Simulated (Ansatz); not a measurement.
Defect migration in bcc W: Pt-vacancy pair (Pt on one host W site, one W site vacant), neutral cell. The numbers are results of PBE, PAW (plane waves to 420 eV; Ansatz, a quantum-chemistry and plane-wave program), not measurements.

36-site cell at the relaxed PBE lattice, a 2×2×3 k-point mesh shifted by half a step, smearing 0.10 eV, spin-restricted, no finite-size correction. Static, classical nuclei. Spin-orbit coupling is left out. Forms of the defect that were not tried may lie lower.

Barriers: single points on a 3×3×5 k-point mesh shifted by half a step at the bands' geometries (they differ from the bands' own by up to 0.05 eV, and are uncertain by about as much).

The step: the Pt atom itself jumps into the vacancy (Pt-vacancy distance between ideal sites 2.76 Å throughout). Atoms about the jump, Cartesian Å from the middle of the jump, before and after:

| atom | x0 | y0 | z0 | x1 | y1 | z1 |
|---|---|---|---|---|---|---|
| Pt1 | -0.68 | -0.68 | -0.68 | 0.68 | 0.68 | 0.68 |
| W2 | 2.34 | -0.77 | -0.76 | 2.41 | -0.82 | -0.81 |
| W3 | -0.77 | 2.34 | -0.76 | -0.82 | 2.41 | -0.81 |
| W4 | -2.41 | 0.82 | 0.81 | -2.34 | 0.77 | 0.76 |
| W5 | 0.82 | -2.41 | 0.81 | 0.77 | -2.34 | 0.76 |
| W6 | 0.82 | 0.82 | -2.43 | 0.78 | 0.78 | -2.35 |
| W7 | -0.78 | -0.78 | 2.35 | -0.82 | -0.82 | 2.43 |
| W8 | 2.37 | 2.37 | -0.79 | 2.39 | 2.39 | -0.80 |
| W9 | -2.39 | -2.39 | 0.80 | -2.37 | -2.37 | 0.79 |
| W10 | -0.79 | 2.37 | 2.37 | -0.80 | 2.37 | 2.40 |
| W11 | 2.37 | -0.79 | 2.37 | 2.37 | -0.80 | 2.40 |
| W12 | 0.80 | -2.37 | -2.40 | 0.79 | -2.37 | -2.37 |
| W13 | -2.37 | 0.80 | -2.40 | -2.37 | 0.79 | -2.37 |

Question: Predict the transition state.

Answer: 
```
atom      x      y      z
----  -----  -----  -----
Pt1    0.00   0.00  -0.01
W2     2.44  -0.82  -0.81
W3    -0.82   2.44  -0.81
W4    -2.44   0.81   0.79
W5     0.81  -2.44   0.79
W6     0.81   0.81  -2.47
W7    -0.81  -0.81   2.44
W8     2.33   2.34  -0.77
W9    -2.34  -2.34   0.75
W10   -0.77   2.34   2.33
W11    2.34  -0.77   2.33
W12    0.76  -2.34  -2.35
W13   -2.35   0.76  -2.35
```
It lies 0.86 eV above the start and 0.86 eV above the end. The saddle point's order was not checked, and it lies on a symmetry element of the cell, where a band can be held.
